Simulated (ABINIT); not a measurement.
# Short convergence ladders for Mo (Im-3m, 1 atom in the cell)

```xyz
1
Lattice="-1.5671 1.5671 1.5671 1.5671 -1.5671 1.5671 1.5671 1.5671 -1.5671" Properties=species:S:1:pos:R:3 pbc="T T T"
Mo     0.0000     0.0000     0.0000
```

Base method: LDA (PW92), norm-conserving pseudopotentials (PseudoDojo nc-sr-04 LDA standard) (plane waves; ABINIT).

Base settings: pseudos = [Mo.upf]; ecut = 80 Ry; occopt = 3; tsmear = 0.00367493 Ha; ngkpt = 5 5 5; nshiftk = 1; shiftk = 0 0 0; potentials = PseudoDojo nc-sr-04 LDA standard; nband = 12; kptopt = 1.

The count of work is k-points × plane waves × bands × iterations; it is no time. 

**The cutoff for other potential files**

Level: DFT, LDA (PW92), plane waves, PAW (JTH v2.0 LDA PAW).

In this ladder: pseudos = [Mo.LDA_PW-JTH.xml]; potentials = JTH v2.0 LDA PAW; pawxcdev = 0. Moved along: pawecutdg.

The second cell is the first with its lattice scaled by 0.98.

The mesh stays at the base's, so the ladder's end is converged at best in this setting alone.

Only quantities that move along the ladder and can be compared are tabulated.

| ecut | free energy less the last step's (meV/atom) | energy of the compressed cell less the first (meV/atom) | pressure (GPa) | count of work / last |
|---|---|---|---|---|
| 18 Ry | 172.11 | 11.21 | -14.65 | 0.10 |
| 22 Ry | 43.93 | 3.77 | -10.48 | 0.14 |
| 28 Ry | 11.63 | 1.85 | -8.22 | 0.23 |
| 34 Ry | 10.62 | 1.79 | -8.18 | 0.25 |
| 40 Ry | 9.83 | 1.78 | -8.14 | 0.36 |
| 48 Ry | 7.62 | 1.87 | -8.30 | 0.47 |
| 60 Ry | 2.99 | 1.90 | -8.19 | 0.71 |
| 80 Ry | 0.00 | 1.82 | -8.22 | 1.0 |

Coarsest ecut that holds the pressure within 0.2 GPa of the last step, with all finer ones: 28 Ry, at 0.23 of the last step's count of work; the step before is off by 2.3 GPa.

Coarsest ecut that holds the energy of the compressed cell less the first within 1 meV/atom of the last step, with all finer ones: 28 Ry, at 0.23 of the last step's count of work; the step before is off by 2.0 meV/atom.

Coarsest ecut that holds the free energy within 5 meV/atom: not settled: the last two steps still differ by 3.0 meV/atom, over half the tolerance, so the ladder does not show it.

Two neighbours can agree and both be off: 34 Ry and 40 Ry differ by 0.79 meV/atom in the free energy, yet lie about 9.8 meV/atom from the last step.

At the lowest cutoff the pressure lies 6.4 GPa under the last step's, the usual sign of Pulay stress in an incomplete plane-wave basis.

**The relaxed cell against the cutoff**

In this ladder: ionmov = 2; ntime = 40; tolmxf = 5e-05 Ha/bohr; optcell = 2; dilatmx = 1.08; ecutsm = 0.5 Ha.

The mesh stays at the base's, so the ladder's end is converged at best in this setting alone.

Only quantities that move along the ladder and can be compared are tabulated.

| ecut | relaxed volume (Å³/atom) | relaxation steps |
|---|---|---|
| 40 Ry | 14.807 | 9 |
| 48 Ry | 14.898 | 5 |
| 56 Ry | 14.963 | 8 |
| 68 Ry | 14.949 | 4 |
| 80 Ry | 14.950 | 4 |
| 96 Ry | 14.950 | 4 |
| 120 Ry | 14.950 | 4 |
| 160 Ry | 14.950 | 4 |

Coarsest ecut that holds the relaxed volume within 0.075 Å³/atom of the last step, with all finer ones: 48 Ry; the step before is off by 0.14 Å³/atom.

At the lowest cutoff the cell relaxes to a volume 1.0 % smaller than at the highest.

On the base run: the starting cell has typed, rounded lattice constants, without a prior relaxation at this level. Its lattice was rescaled by up to half a per cent. Spin polarisation is off. Without a gap this mesh is coarse (it stands for a supercell whose shortest vector is 14 Å).
